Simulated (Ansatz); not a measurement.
**Nb: response to strain**

Consider Nb in the bcc (W type) structure (space group Im-3m, No. 229; a = 3.303 Å). Axes: x, y, z lie along the cube axes.

Strains are applied to the cell and any free atomic positions relax; under biaxial strain the out-of-plane vector relaxes too; under stress the whole cell relaxes.

Calculations: r2SCAN (Ansatz, an electronic-structure program), spin-orbit coupling left out.

Notes on the quantities. pressure: mean of the normal stresses, compression positive.

| change | pressure | volume per atom |
|---|---|---|
| base | 0.0 GPa | 18.01 Å³ |
| biaxial strain −1.03 %, plane normal [001], relaxed out of plane | 1.8 GPa | 17.83 Å³ |
| biaxial strain +3.07 %, plane normal [001], relaxed out of plane | -3.4 GPa | 18.42 Å³ |
| biaxial strain +0.27 %, plane normal [110], relaxed out of plane | -0.2 GPa | 18.04 Å³ |
| isotropic strain −4.66 % | 32.6 GPa | 15.61 Å³ |
| isotropic strain −1.16 % | 6.5 GPa | 17.39 Å³ |
| isotropic strain −1.10 % | 6.1 GPa | 17.42 Å³ |
| isotropic strain +5.95 % | -21.9 GPa | 21.42 Å³ |
| tensor shear ε_xy = −0.75 % | 0.0 GPa | 18.01 Å³ |
| uniaxial stress, 2 GPa compression along z | – | 17.95 Å³ |

Without a gap, meshes like the base's 20×20×20 leave anisotropic stresses uncertain by several tenths of a GPa, and small strain energies with them. Beyond what the load breaks, stability against distortions was not tested. All final runs are without spin polarisation.
